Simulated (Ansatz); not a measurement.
Given:

```xyz
3
Lattice="0.0000 3.1815 3.1815 3.1815 0.0000 3.1815 3.1815 3.1815 0.0000" Properties=species:S:1:pos:R:3 pbc="T T T"
Mg     4.7723     4.7723     4.7723
Mg     1.5908     1.5908     1.5908
Ge     0.0000     0.0000     0.0000
```

Level of theory: HSE06, rigid bands (plane waves, PAW, scalar-relativistic; Ansatz, a first-principles code). Cell: cell and atoms relaxed with PBEsol.

**Question.** What conductivity effective mass do dilute electrons have at 300 K?

**Answer.** 0.26 mₑ.

**Question.** And the band gap?

**Answer.** 0.51 eV at this level.

Rigid bands, one relaxation time for all states, no polarons. Spin-orbit coupling is left out; where it splits the top of the valence band it changes the hole mass and lowers the gap by about a third of the splitting. Geometry: cell and atoms relaxed with PBEsol.
